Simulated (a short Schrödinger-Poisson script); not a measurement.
Structure: MOS inversion layer, SiO2 on p-type GaAs, at 300 K.

```tsv
layer	material	thickness (nm)	Na (cm⁻³)
1	SiO2	1.4	-
2	GaAs	910	3e17
```

Constants are typed, rounded textbook-type inputs, not results; the design itself was drawn at random and stands for no fabricated device. SiO2: permittivity 3.9, conduction-band edge (eV) 3.17, gap (eV) 9, electron mass (mₑ) 0.5. GaAs: permittivity 12.9, conduction-band edge (eV) 0, gap (eV) 1.424, Nv at 300 K (cm⁻³) 9e18.

Channel valleys (confinement mass, in-plane density-of-states mass, number): Γ 0.067, 0.067, 1. At the gate the conduction-band edge of layer 1 lies 3.27 eV − eVg above the Fermi level of the channel; the field vanishes at the back. Gaps are held at their typed values at every temperature. Mesh 0.03 nm at interfaces.

Solved with a short Schrödinger-Poisson script written for these runs: 1D Poisson equation in equilibrium, electrons quantum, Hartree (BenDaniel-Duke, 12 states a valley, the channel's in-plane mass for all, wave functions ending at the dielectric), parabolic valleys, classical holes, full ionisation, no traps, pinning or gate leakage.

At Vg = 1.15 V the centroid of the electrons lies 3.45 nm from the interface.

### Question
Estimate the gate capacitance as the dielectric in series with that distance, and compare.

### Answer
The dielectric alone has 2.47 μF/cm²; in series with 3.45 nm of the channel's permittivity, 1.41 μF/cm²; the run gives 1.27 μF/cm². The estimate leaves out the density-of-states capacitance and the centroid's move with voltage. Above a few 1e12 electrons/cm² a light Γ valley is non-parabolic and upper valleys begin to fill, which the model leaves out.
